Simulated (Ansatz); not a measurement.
A calculation on cubic perovskite KZnF₃ returned elastic constant C11 164 GPa, elastic constant C44 35.1 GPa, Voigt–Reuss–Hill shear modulus 40.9 GPa.

For reference: elastic constant C11 134 ± 1 GPa (measured, temperature not stated, no zero-point or thermal correction; as tabulated in Vaitheeswaran et al. (2016), arXiv:1609.00541); elastic constant C44 38.1 GPa (measured, temperature not stated, no zero-point or thermal correction; as tabulated in Vaitheeswaran et al. (2016), arXiv:1609.00541).

### Question
Which level of theory produced these numbers?
(A) PBE0 (Ansatz, a quantum-chemistry and plane-wave program)
(B) PBE (Ansatz)
(C) LDA (Ansatz)
(D) HSE06 (Ansatz)

### Answer
C, LDA (Ansatz)

The others give: PBE0 131 GPa, 35.8 GPa, 37.4 GPa; PBE 115 GPa, 31.9 GPa, 32.8 GPa; HSE06 130 GPa, 35.8 GPa, 37.3 GPa.

Unless a cell is named, each level is at its own relaxed cell (HSE06 13.57, LDA 12.54, PBE 14.06, PBE0 13.55 Å³/atom).

Ansatz's density-functional and Hartree–Fock values are scalar-relativistic unless marked +SOC, with PAW data made under PBE.
